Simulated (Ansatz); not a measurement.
The reference is BN in the zinc blende structure (space group F-43m, No. 216; a = 3.6051 Å).

Modification: every B is replaced by Ge, then cell and atoms are relaxed.

Levels (all Ansatz, a quantum-chemistry and plane-wave program, PAW, earlier PAW set): PBEsol (420 eV, spin-orbit coupling left out); r2SCAN (500 eV, without spin-orbit coupling).

The geometry is relaxed with PBEsol.

```
Item              Result
---------------  -------
PBEsol pressure  0.0 GPa
```

How does going to r2SCAN change the pressure?

The pressure goes from zero to 0.9 GPa.

Single points use the geometry relaxed with PBEsol. Their cutoffs differ, which shifts pressures a little. Whether these cells are dynamically stable was not tested. As relaxed here, GeN is a hypothetical phase, not in the database extracts checked. All final runs are without spin polarisation. An odd electron count without spin: GeN.
